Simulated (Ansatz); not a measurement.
Co on the (0001) surface of wurtzite GaN (2x2 with 3 H on 4 top atoms; a constructed slab, bottom: 3 H on 4 bottom sites), one in a cell of 36 Å², started at the site 'top H #2'

Host crystal: wurtzite GaN, with a band gap (PBE, scalar-relativistic without spin-orbit coupling).

These are PBE (plane waves to 420 eV, PAW; Ansatz, an electronic-structure program) values and carry that method's errors.

Model: 47-atom slab, 13.8 Å thick at the start with caps and adatoms under the adsorbate (thin: gaps and levels are the slab's own), 4x4x1 mesh, Fermi-Dirac 0.01 eV, dipole correction, 23 atoms held, the rest relaxed; no symmetry held; spin-polarised, ending with about 1.1 μB a cell, a value that depends on the mesh; orders that need a larger cell were not tried, no spin-orbit, no U, no dispersion correction. The slab shows no gap over 0.04 eV on its mesh. At the end it is bonded to 3 Ga + 3 H. In PBE this state lies 0.09 eV over the lowest of the starts that converged ('hollow H').

```yaml
adsorption energy against an atom of hcp Co, ferromagnetic: 2.28 eV
change_of_the_step_from_the_bottom_to_the_top_vacuum_level_against_the_clean_slab: -0.74 eV
energy_released_by_relaxation: 2.29 eV
height of the binding atom over the mean of the host atoms within 0.3 Å of the top one: -0.002 Å
nearest_host_atoms_of_the_binding_atom: H at 1.59 Å, H at 1.59 Å, H at 1.70 Å
largest_move_of_a_host_atom: 0.56 Å
caution: the clean host was not checked against rearrangement in a larger or rattled cell
note: in the relaxation the adsorbate left its starting site by 1.8 Å
```

A negative adsorption energy means that the adsorbate is more stable on the surface than in its reference.
